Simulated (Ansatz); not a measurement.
The reference is Mg2Sn (space group Fm-3m, No. 225).

```cif
data_Mg8Sn4
_chemical_formula_sum 'Mg8 Sn4'
_space_group_name_H-M_alt 'Fm-3m'
_space_group_IT_number 225
_space_group_name_Hall '-F 4 2 3'
_cell_length_a 6.66384
_cell_length_b 6.66384
_cell_length_c 6.66384
_cell_angle_alpha 90.000
_cell_angle_beta 90.000
_cell_angle_gamma 90.000
loop_
_atom_site_label
_atom_site_type_symbol
_atom_site_symmetry_multiplicity
_atom_site_Wyckoff_symbol
_atom_site_fract_x
_atom_site_fract_y
_atom_site_fract_z
_atom_site_occupancy
Mg1 Mg 8 c 0.25000 0.25000 0.25000 1
Sn1 Sn 4 a 0.00000 0.00000 0.00000 1
```
(The calculation used a cell of 3 atoms; values per cell refer to that cell.)

Level of theory: LDA (Ansatz, a quantum-chemistry and plane-wave program, PAW, no spin-orbit coupling).

One change was made to it. Results:

The density decreases by 0.083 g/cm³, from 3.76 g/cm³ to 3.67 g/cm³; the shortest interatomic distance increases by 0.0217 Å (2.886 Å → 2.907 Å).

Question: What was done to the base?
A) pressure 30 GPa
B) pressure −2 GPa
C) pressure 9 GPa
D) pressure 4.5 GPa
E) pressure −1 GPa

Answer: E, pressure −1 GPa. For comparison, the density in the other runs: pressure −2 GPa gives 3.58 g/cm³; pressure 30 GPa gives 5.20 g/cm³; pressure 4.5 GPa gives 4.07 g/cm³; pressure 9 GPa gives 4.33 g/cm³.

Load acts through the strain it causes; cell and atoms are relaxed under it. Stability against distortions was not tested. Competing high-pressure phases were not computed.
